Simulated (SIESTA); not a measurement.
## Worked example: self-consistent single point of a (110) slab of Bi (cut from a parent of space group no. 229; 4 atoms in the cell) in SIESTA

Method: GGA PBEsol, numerical atomic orbitals TZP, PseudoDojo PBEsol standard norm-conserving potentials (rewritten from UPF to PSML) in SIESTA.

This input was run:

```
# files in the folder: Bi.psml (PseudoDojo PBEsol standard)
SystemName  Bi
SystemLabel bi

NumberOfAtoms                4
NumberOfSpecies              1
%block ChemicalSpeciesLabel
  1 83 Bi
%endblock ChemicalSpeciesLabel
LatticeConstant              1.0 Ang
%block LatticeVectors
     3.442233000    0.000000000    0.000000000
    -4.589644000    3.245368000    0.000000000
     0.000000000    0.000000000   22.431722000
%endblock LatticeVectors
AtomicCoordinatesFormat      Bohr
%block AtomicCoordinatesAndAtomicSpecies
     4.336585085    1.533214173   13.228079667  1
     0.000000000    4.599642520   18.539395827  1
     4.336585085    1.533214173   23.850415257  1
    -6.504877627    4.599642520   29.161731417  1
%endblock AtomicCoordinatesAndAtomicSpecies

XC.functional                GGA
XC.authors                   PBEsol
PAO.BasisSize                TZP
PAO.EnergyShift              0.005 Ry
MeshCutoff                   300 Ry
%block kgrid.MonkhorstPack
    8   0   0  0.0
    0   8   0  0.0
    0   0   1  0.0
%endblock kgrid.MonkhorstPack
OccupationFunction           MP
OccupationMPOrder            0
ElectronicTemperature        100.0 meV

MaxSCFIterations             150
SCF.Mixer.Method             Pulay
SCF.Mixer.Weight             0.1
SCF.Mixer.History            6
SCF.DM.Tolerance             1.0E-05
Diag.ParallelOverK           true
WriteForces                  true
Charge.Mulliken              end
```

Output, abridged:

```
reinit: Reading from file input.fdf

reinit: System Name: Bi
reinit: System Label: bi

coor:   Atomic-coordinates input format  =     Cartesian coordinates
coor:                                            (in Bohr units)

siesta: Atomic coordinates (Bohr) and species
siesta:      4.33659   1.53321  13.22808  1        1
siesta:      0.00000   4.59964  18.53940  1        2
siesta:      4.33659   1.53321  23.85042  1        3
siesta:     -6.50488   4.59964  29.16173  1        4

siesta: System type = slab

initatomlists: Number of atoms, orbitals, and projectors:      4    88   128

siesta: ******************** Simulation parameters ****************************
redata: Spin configuration                          = none
redata: Time-Reversal Symmetry                      = T
redata: Number of Atomic Species                    =        1
redata: Mesh Cutoff                                 =   300.0000 Ry
redata: Net charge of the system                    =     0.0000 |e|
redata: Min. number of SCF Iter                     =        0
redata: Max. number of SCF Iter                     =      150
redata: SCF convergence failure will abort job
redata: SCF mix quantity                            = Hamiltonian
redata: Mix DM or H after convergence               =   F
redata: Recompute H after scf cycle                 =   F
redata: Mix DM in first SCF step                    =   T
redata: No kicks to SCF
redata: DM Mixing Weight for Kicks                  =     0.5000
redata: Require Harris convergence for SCF          =   F
redata: Harris energy tolerance for SCF             =     0.000100 eV
redata: Require DM convergence for SCF              =   T
redata: DM tolerance for SCF                        =     0.000010
redata: Require EDM convergence for SCF             =   F
redata: EDM tolerance for SCF                       =     0.001000 eV
redata: Require H convergence for SCF               =   T
   [... lines left out ...]
diag: Used triangular part                          = Lower
diag: Absolute tolerance                            =  0.100E-15
diag: Orthogonalization factor                      =  0.100E-05
diag: Memory factor                                 =  1.0000

superc: Internal auxiliary supercell:     9 x     5 x     1  =      45
superc: Number of atoms, orbitals, and projectors:    180   3960   5760

                        Single-point calculation

superc: Internal auxiliary supercell:     9 x     5 x     1  =      45
superc: Number of atoms, orbitals, and projectors:    180   3960   5760

outcell: Unit cell vectors (Ang):
        3.442233    0.000000    0.000000
       -4.589644    3.245368    0.000000
        0.000000    0.000000   22.431722

outcell: Cell vector modules (Ang)   :    3.442233    5.621143   22.431722
outcell: Cell angles (23,13,12) (deg):     90.0000     90.0000    144.7356
outcell: Cell volume (Ang**3)        :    250.5918
new_DM -- step:     1
Initializing Density Matrix...

Attempting to read DM from file... Failed...
DM filled with atomic data:

InitMesh: MESH = 36 x 50 x 270 = 486000
InitMesh: Mesh cutoff (required, used) =   300.000   303.342 Ry

stepf: Methfessel-Paxton step function
       Using Hermite-Gauss polynomials of order  0
        iscf     Eharris(eV)        E_KS(eV)     FreeEng(eV)     dDmax    Ef(eV) dHmax(eV)
   scf:    1    -8888.005952    -8886.934001    -8886.947296  0.696085 -3.499826  4.743144
   scf:    2    -8886.956289    -8887.163975    -8887.177754  0.044483 -3.600844  2.020350
   scf:    3    -8887.270564    -8887.250919    -8887.264182  0.019120 -3.615014  1.870767
   scf:    4    -8887.503082    -8887.393949    -8887.406111  0.083459 -3.846278  0.112108
   scf:    5    -8887.397532    -8887.396111    -8887.408158  0.011977 -3.855036  0.052542
   scf:    6    -8887.394754    -8887.395706    -8887.407756  0.005908 -3.809252  0.119166
   [... 6 lines left out ...]
   scf:   13    -8887.396229    -8887.396230    -8887.408283  0.000062 -3.830759  0.000248
   scf:   14    -8887.396230    -8887.396230    -8887.408283  0.000013 -3.830720  0.000182
   scf:   15    -8887.396230    -8887.396230    -8887.408283  0.000012 -3.830734  0.000162
   scf:   16    -8887.396229    -8887.396230    -8887.408283  0.000030 -3.830689  0.000086
   scf:   17    -8887.396230    -8887.396230    -8887.408283  0.000002 -3.830697  0.000033
SCF Convergence by DM+H criterion
max |DM_out - DM_in|         :     0.0000017945
max |H_out - H_in|      (eV) :     0.0000328585
SCF cycle converged after 17 iterations

Using DM_out to compute the final energy and forces

siesta: E_KS(eV) =            -8887.3962

siesta: E_KS - E_eggbox =     -8887.3962

siesta: Atomic forces (eV/Ang):
     1   -0.000000   -0.000000    0.337467
     2   -0.000000   -0.000000   -0.367919
     3   -0.000000   -0.000000    0.367920
     4   -0.000000   -0.000000   -0.337468
   Tot   -0.000000   -0.000000   -0.000000
   Max    0.367920
   Res    0.203817    sqrt( Sum f_i^2 / 3N )
   Max    0.367920    constrained

Stress tensor Voigt[x,y,z,yz,xz,xy] (kbar):       22.03       22.03       11.53        0.00       -0.00        0.08
(Free)E + p*V (eV/cell)    -8890.3060
Target enthalpy (eV/cell)    -8887.4083

siesta: Program's energy decomposition (eV):
siesta: Ebs     =     -1266.989356
siesta: Eions   =      9767.252305
siesta: Ena     =       578.228379
siesta: Ekin    =      4232.039681
siesta: Enl     =     -1658.459502
siesta: Eso     =         0.000000
siesta: Edftu   =         0.000000
siesta: DEna    =        32.632092
siesta: DUscf   =         0.603182
siesta: DUext   =         0.000000
siesta: Ex      =     -2148.421420
siesta: Ec      =      -156.766336
siesta: Exc     =     -2305.187756
siesta: Eharris =     -8887.396230
siesta: Etot    =     -8887.396230
siesta: FreeEng =     -8887.408283

siesta: Atomic forces (eV/Ang):
siesta:      1   -0.000000   -0.000000    0.337467
siesta:      2   -0.000000   -0.000000   -0.367919
siesta:      3   -0.000000   -0.000000    0.367920
siesta:      4   -0.000000   -0.000000   -0.337468
siesta: ----------------------------------------
siesta:    Tot   -0.000000   -0.000000   -0.000000

siesta: Stress tensor (static) (eV/Ang**3):
siesta:     0.013749    0.000048   -0.000000
siesta:     0.000048    0.013748    0.000000
siesta:    -0.000000    0.000000    0.007195

siesta: Cell volume =        250.591784 Ang**3

siesta: Pressure (static):
siesta:                Solid            Molecule  Units
   [... lines left out ...]
siesta:         -18.52705177        -14.66659436  kBar
   [... lines left out ...]
               6px     6py     6pz     6px     5dxy    5dyz    5dz2    5dxz
               5dx2-y2 6dxy    6dyz    6dz2    6dxz    6dx2-y2
   1 14.965   1.509  -0.123   0.443   0.670   0.902   0.626  -0.134  -0.053
             -0.147   0.375   0.152   0.425   2.000   1.998   1.996   1.999

              1.996   0.071   0.046   0.053   0.042   0.118
   2 15.035   1.501  -0.085   0.393   0.640   0.729   0.639  -0.155  -0.195
             -0.153   0.410   0.402   0.407   1.999   1.997   1.995   1.999

              1.993   0.084   0.111   0.116   0.091   0.118
   3 15.035   1.501  -0.085   0.393   0.640   0.729   0.639  -0.155  -0.195
             -0.153   0.410   0.402   0.407   1.999   1.997   1.995   1.999

              1.993   0.084   0.111   0.116   0.091   0.118
   4 14.965   1.509  -0.123   0.443   0.670   0.902   0.626  -0.134  -0.053
             -0.147   0.375   0.152   0.425   2.000   1.998   1.996   1.999

              1.996   0.071   0.046   0.053   0.042   0.118

mulliken: Qtot =       60.000

Mulliken Atomic Populations:
Atom #   charge [q] valence [e]  Species
     1     0.034639   14.965361  Bi
     2    -0.034639   15.034639  Bi
     3    -0.034639   15.034639  Bi
     4     0.034639   14.965361  Bi
 Total    -0.000000

siesta: Electric dipole (a.u.)  =    0.000000    0.000000    0.000001
siesta: Electric dipole (Debye) =    0.000000    0.000000    0.000002
```

The run converged in 17 iterations.

The starting cell comes from a database of computed structures (which also holds hypothetical and non-ambient phases and stackings), without a prior relaxation at this level. The slab is cut from that crystal, and its faces are unrelaxed. Its lattice was rescaled by up to half a per cent. Values carry the incompleteness of an atom-centred basis.

Cost on one core of a shared machine: roughly 50 s.
